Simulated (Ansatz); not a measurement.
## A computed series for PtSe2: pressure series

Start from PtSe$_{2}$ in the CdI2 type structure (space group P-3m1, No. 164; layered).

```yaml
crystal:
  lattice:
    - [3.77238, 0.00000, 0.00000]
    - [-1.88619, 3.26698, 0.00000]
    - [0.00000, 0.00000, 4.81833]
  atoms:
    - { symbol: Pt, position: [0.00000, 0.00000, 0.00000] }
    - { symbol: Se, position: [0.33333, 0.66667, 0.26556] }
    - { symbol: Se, position: [0.66667, 0.33333, 0.73444] }
```

Cell and atoms are relaxed at each pressure.

Method: Kohn–Sham DFT with the PBE-D3(BJ) functional, run in Ansatz (an electronic-structure program) with PAW and 420 eV plane waves, spin-orbit coupling left out.

Candidates:
(a) pressure 0.7 GPa
(b) pressure 1.5 GPa
(c) pressure 10 GPa
(d) pressure 5 GPa
(e) pressure −2 GPa

Before the change:

- c/a ratio: 1.277

Question: Order them by c/a ratio, highest first.

Answer: (e) pressure −2 GPa (1.328), (a) pressure 0.7 GPa (1.267), (b) pressure 1.5 GPa (1.257), (d) pressure 5 GPa (1.228), (c) pressure 10 GPa (1.203)

Load acts through the strain it causes; cell and atoms are relaxed under it. No phonon test of stability was made. No other phases were tried under pressure. The final runs are not spin-polarised.
